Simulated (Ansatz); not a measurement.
The reference is Ti in the hcp (Mg type) structure (space group P6_3/mmc, No. 194; a = 2.939 Å, c = 4.650 Å).

(Cell as relaxed with PBE.)

Levels (all Ansatz, an electronic-structure program, PAW): PBE (420 eV, spin-orbit coupling left out); r2SCAN (500 eV, no spin-orbit coupling).

Each level relaxes its own structure.

```tsv
base	PBE	r2SCAN
volume per atom	17.39 Å³	17.30 Å³
lattice parameter a	2.939 Å	2.936 Å
band gap	zero	zero
```

Now apply this change: every Ti is replaced by Sc; the structure is relaxed again.

```json
[
 {"quantity": "c/a ratio", "PBE": "1.556", "r2SCAN": "1.559"},
 {"quantity": "shortest interatomic distance", "PBE": "3.216 Å", "r2SCAN": "3.230 Å"},
 {"quantity": "band gap", "PBE": "zero", "r2SCAN": "zero"}
]
```

PBE's c/a ratio lies 0.003 below r2SCAN's; PBE's shortest interatomic distance lies 0.0134 Å below r2SCAN's (0.4 %); the two agree on the band gap. Neither level is exact; r2SCAN is the comparison here, not a measurement.

No phonon test of stability was made. The final runs are not spin-polarised.
